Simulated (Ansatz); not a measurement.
The parent structure is GaN in the zinc blende structure (space group F-43m, No. 216; a = 4.4981 Å).

Now apply this change: full substitution Ga → Al, then cell and atoms are relaxed.

Levels (all Ansatz, a first-principles code, PAW): PBEsol (420 eV, scalar-relativistic without spin-orbit coupling); HSE06 (420 eV, no SOC).

The geometry is relaxed with PBEsol.

| Quantity | Result |
|---|---|
| PBEsol band gap | 3.19 eV |

**Question.** Predict the band gap from HSE06.

**Answer.** The band gap increases by 1.354 eV, from 3.19 eV to 4.55 eV.

Single points use the geometry relaxed with PBEsol. HSE06 gaps are upper bounds (no full band path). Whether these cells are dynamically stable was not tested. This is not the structure that AlN has at room temperature and ambient pressure. This is not the structure that GaN has at room temperature and ambient pressure.
